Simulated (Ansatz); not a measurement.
The starting structures come from a database of crystals and need not be the phases stable at ambient conditions.

Evanescent states of RbLaTa2O7 (P4/mmm, not sure to be the ambient phase, 11 atoms a cell, 15.7 Å³ an atom, -4 GPa at this level) along the normal of (110)

These are r2SCAN (plane waves, PAW; Ansatz, an electronic-structure program) values and carry that method's errors.

The gap is the functional's own, uncorrected, and κ follows it; spin-orbit coupling is left out. Mid-gap values are interpolated between the computed energies.

Energies count from the valence-band top; κ is the least over a 6×4 mesh across the current.

```json
[
 {"E (eV)": "0.07", "κ (1/Å)": "0.106", "where": "Γ"},
 {"E (eV)": "0.21", "κ (1/Å)": "0.177", "where": "Γ"},
 {"E (eV)": "0.35", "κ (1/Å)": "0.219", "where": "Γ"},
 {"E (eV)": "0.49", "κ (1/Å)": "0.251", "where": "Γ"},
 {"E (eV)": "0.63", "κ (1/Å)": "0.275", "where": "Γ"},
 {"E (eV)": "0.77", "κ (1/Å)": "?", "where": "Γ"},
 {"E (eV)": "0.91", "κ (1/Å)": "?", "where": "Γ"},
 {"E (eV)": "1.05", "κ (1/Å)": "?", "where": "Γ"},
 {"E (eV)": "1.19", "κ (1/Å)": "?", "where": "Γ"},
 {"E (eV)": "1.33", "κ (1/Å)": "?", "where": "Γ"},
 {"E (eV)": "1.47", "κ (1/Å)": "?", "where": "Γ"},
 {"E (eV)": "1.61", "κ (1/Å)": "?", "where": "Γ"},
 {"E (eV)": "1.75", "κ (1/Å)": "?", "where": "Γ"},
 {"E (eV)": "1.89", "κ (1/Å)": "?", "where": "Γ"},
 {"E (eV)": "2.03", "κ (1/Å)": "?", "where": "Γ"},
 {"E (eV)": "2.17", "κ (1/Å)": "0.217", "where": "Γ"},
 {"E (eV)": "2.31", "κ (1/Å)": "0.196", "where": "Γ"},
 {"E (eV)": "2.45", "κ (1/Å)": "0.169", "where": "Γ"},
 {"E (eV)": "2.59", "κ (1/Å)": "0.132", "where": "Γ"},
 {"E (eV)": "2.73", "κ (1/Å)": "0.070", "where": "Γ"}
]
```

Task: Complete the blanks.

Result: 
- 0.77, κ (1/Å): 0.290
- 0.91, κ (1/Å): 0.293
- 1.05, κ (1/Å): 0.293
- 1.19, κ (1/Å): 0.290
- 1.33, κ (1/Å): 0.285
- 1.47, κ (1/Å): 0.279
- 1.61, κ (1/Å): 0.271
- 1.75, κ (1/Å): 0.261
- 1.89, κ (1/Å): 0.249
- 2.03, κ (1/Å): 0.235
